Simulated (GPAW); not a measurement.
# Input and output of a self-consistent single point for MgAl3 (I4/mmm, 4 atoms in the cell) (GPAW)

Method: PBEsol, GPAW PAW datasets PBEsol (made by gpaw-setup) (plane waves; GPAW).

The input file:

```python
from ase import Atoms
from ase.units import GPa
from gpaw import GPAW, PW

atoms = Atoms(['Mg', 'Al', 'Al', 'Al'],
              cell=[[-2.045470, 2.045470, 4.120385],
                    [2.045470, -2.045470, 4.120385],
                    [2.045470, 2.045470, -4.120385]],
              scaled_positions=[[0.000000, 0.000000, 0.000000],
                                [0.500000, 0.500000, 0.000000],
                                [0.250000, 0.750000, 0.500000],
                                [0.750000, 0.250000, 0.500000]],
              pbc=True)

calc = GPAW(mode=PW(850),
            xc='PBEsol',
            kpts={'size': (8, 8, 8), 'gamma': True},
            occupations={'name': 'methfessel-paxton', 'width': 0.1, 'order': 0},
            nbands=-10,
            convergence={'forces': 0.001},
            symmetry={'symmorphic': False, 'tolerance': 0.0005},
            maxiter=150,
            txt='-')

atoms.calc = calc

energy = atoms.get_potential_energy()
print('Energy (eV):', round(energy, 6))
forces = atoms.get_forces()
print('Forces (eV/Ang):')
print(forces.round(5))
stress = atoms.get_stress()
print('Stress (GPa, Voigt):', (stress / GPa).round(4))
```

Output, abridged:

```
Input parameters:
  convergence: {forces: 0.001}
  kpts: {gamma: True,
         size: (8, 8, 8)}
  maxiter: 150
  mode: {ecut: 850.0,
         name: pw}
  nbands: -10
  occupations: {name: methfessel-paxton,
                order: 0,
                width: 0.1}
  symmetry: {symmorphic: False,
             tolerance: 0.0005}
  xc: PBEsol

species:
  Mg:
    name: Magnesium
    Z: 12.0
    valence: 10
    core: 2
    charge: 0.0
    file: Mg.PBEsol.gz

    # Using partial waves for Mg as LCAO basis

  Al:
    name: Aluminium
    Z: 13.0
    valence: 3
    core: 10
    charge: 0.0
    file: Al.PBEsol.gz

    # Using partial waves for Al as LCAO basis

Reference energy: -25208.068512  # eV

Spin-paired calculation

Convergence criteria:
 Maximum [total energy] change in last 3 cyles: 0.0005 eV / valence electron
 Maximum integral of absolute [dens]ity change: 0.0001 electrons / valence electron
 Maximum integral of absolute [eigenst]ate change: 4e-08 eV^2 / valence electron
 Maximum change in the atomic [forces] across last 2 cycles: 0.001 eV/Ang OR
Maximum error relative to the maximum force is below inf
 Maximum number of scf [iter]ations: 150

Symmetries present (total): 16
Symmetries with fractional translations: 0
512 k-points: 8 x 8 x 8 Monkhorst-Pack grid + [1/16,1/16,1/16]
59 k-points in the irreducible part of the Brillouin zone
       k-points in crystal coordinates                weights
   0:     0.00000000    0.00000000    0.00000000          1/512
   1:     0.12500000   -0.12500000    0.00000000          4/512
   2:     0.12500000   -0.12500000    0.12500000          4/512
   [... 7 lines left out ...]
          ...
  58:     0.50000000    0.50000000    0.50000000          1/512

Wave functions: Plane wave expansion
  Cutoff energy: 850.000 eV
  Number of coefficients (min, max): 3843, 3928
  Pulay-stress correction: 0.000000 eV/Ang^3 (de/decut=0.000000)

Occupation numbers: Methfessel-Paxton:
  width: 0.1000  # eV
  order: 0

Eigensolver

Densities:
  Coarse grid: 35*35*35 grid
  Fine grid: 70*70*70 grid
  Total Charge: 0.000000

Density mixing:
  Method: separate
  Backend: pulay
  Linear mixing parameter: 0.05
  old densities: 5
  Damping of long wavelength oscillations: 50

Hamiltonian:
  XC and Coulomb potentials evaluated on a 70*70*70 grid
  External potential:
    NoExternalPotential

XC parameters: PBEsol with 2 nearest neighbor stencil

Number of atoms: 4
Number of atomic orbitals: 20
Number of bands in calculation: 19
Number of valence electrons: 19
Bands to converge: occupied

Density initialized from atomic densities
  19 bands from LCAO basis set

Atomic positions and initial magnetic moments

Positions:
   0 Mg     0.000000    0.000000    0.000000    ( 0.0000,  0.0000,  0.0000)
   1 Al     0.000000    0.000000    4.120385    ( 0.0000,  0.0000,  0.0000)
   2 Al     2.045470    0.000000    2.060192    ( 0.0000,  0.0000,  0.0000)
   3 Al     0.000000    2.045470    2.060192    ( 0.0000,  0.0000,  0.0000)

Unit cell:
           periodic     x           y           z      points  spacing
  1. axis:    yes   -2.045470    2.045470    4.120385    35     0.1047
  2. axis:    yes    2.045470   -2.045470    4.120385    35     0.1047
  3. axis:    yes    2.045470    2.045470   -4.120385    35     0.0826

  Lengths:   5.034428   5.034428   5.034428
  Angles:  132.055218 132.055218  70.141830

Effective grid spacing dv^(1/3) = 0.1172

     iter     time        total  log10-change:
                         energy   eigst   dens  force
iter:   1 --:--:--   -14.089915
iter:   2 --:--:--   -14.110761   -0.61  -1.17
iter:   3 --:--:--   -14.088865   -1.37  -1.19
iter:   4 --:--:--   -14.081020   -2.94  -1.92
iter:   5 --:--:--   -14.072634   -3.42  -1.96
iter:   6 --:--:--   -14.072592c  -5.13  -2.71
iter:   7 --:--:--   -14.072488c  -5.27  -2.72
iter:   8 --:--:--   -14.072527c  -5.29  -3.04
iter:   9 --:--:--   -14.072475c  -5.72  -3.06
iter:  10 --:--:--   -14.072474c  -6.50  -3.79
iter:  11 --:--:--   -14.072474c  -7.92c -4.28c
iter:  12 --:--:--   -14.072473c  -7.36  -4.30c
iter:  13 --:--:--   -14.072474c  -8.80c -4.58c -17.40c

Converged after 13 iterations.

Dipole moment: (-0.000000, 0.000000, 0.000000) |e|*Ang

Energy contributions relative to reference atoms: (reference = -25208.068512)

Kinetic:        +14.031951
Potential:       -6.445800
External:        +0.000000
XC:             -21.594074
Entropy (-ST):   -0.005117
Local:           -0.061993
SIC:             +0.000000
--------------------------
Free energy:    -14.075032
Extrapolated:   -14.072474

Showing only first 2 kpts
 Kpt  Band  Eigenvalues  Occupancy
  0     7      5.70949    2.00000
  0     8      5.70949    2.00000
  0     9      6.52146    0.00484
  0    10      6.52146    0.00484

  1     7      4.74735    2.00000
  1     8      4.89732    2.00000
  1     9      5.07007    2.00000
  1    10      5.94942    2.00000

Fermi level: 6.32221

No gap
No difference between direct/indirect transitions
Energy (eV): -14.072474

Forces in eV/Ang:
  0 Mg   -0.00000    0.00000   -0.00000
  1 Al    0.00000    0.00000   -0.00000
  2 Al   -0.00000   -0.00000    0.00000
  3 Al    0.00000   -0.00000    0.00000

Stress tensor:
    -0.008607     0.000000     0.000000
     0.000000    -0.008607     0.000000
     0.000000     0.000000    -0.002706
Stress (GPa, Voigt): [-1.379  -1.379  -0.4335  0.      0.      0.    ]
```

The run converged in 13 iterations. GPAW prints stress with tension positive.

The starting cell comes from a database of computed structures (which also holds hypothetical and non-ambient phases and stackings), without a prior relaxation at this level.

Cost on one core of a shared machine: roughly 2 min.
